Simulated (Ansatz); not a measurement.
Band structure of LiLaO3 (Pm-3m, 5 atoms in the cell).

```xyz
5
Lattice="3.8226 0.0000 0.0000 0.0000 3.8226 0.0000 0.0000 0.0000 3.8226" Properties=species:S:1:pos:R:3 pbc="T T T"
Li     1.9113     1.9113     1.9113
La     0.0000     0.0000     0.0000
O      1.9113     1.9113     0.0000
O      0.0000     1.9113     1.9113
O      1.9113     0.0000     1.9113
```

Level of theory: PBEsol, PAW files made with PBE (plane waves; Ansatz, an electronic-structure program).

Settings: kpoints.mp_grid.grid = 6 6 6; hamiltonian.xc = pbesol; hamiltonian.pseudopotentials = {kind: paw} (the program's default PAW files); scf.occupations.method = fermi_dirac; scf.occupations.width = 0.0073 Ry; kpoints.band_path.npoints = 8.

The starting cell comes from a database of computed structures (which also holds hypothetical and non-ambient phases and stackings), without a prior relaxation at this level.

Levels in eV from the Fermi level, bands 13 to 20:
| point | 13 | 14 | 15 | 16 | 17 | 18 | 19 | 20 |
|---|---|---|---|---|---|---|---|---|
| Γ | -1.15 | -1.15 | 0.35 | 0.35 | 0.35 | 3.75 | 3.75 | 4.66 |
| X | -1.22 | -1.21 | -1.21 | -0.38 | -0.38 | 4.36 | 4.56 | 4.64 |
| M | -1.95 | -1.00 | -1.00 | 0.08 | 0.16 | 4.39 | 4.39 | 4.68 |
| R | 0.10 | 0.10 | 0.10 | 0.19 | 0.19 | 4.51 | 4.51 | 4.51 |

Bands cross the Fermi level along this path, so the cell is metallic at this level.

Keys are those of Ansatz 0.2.
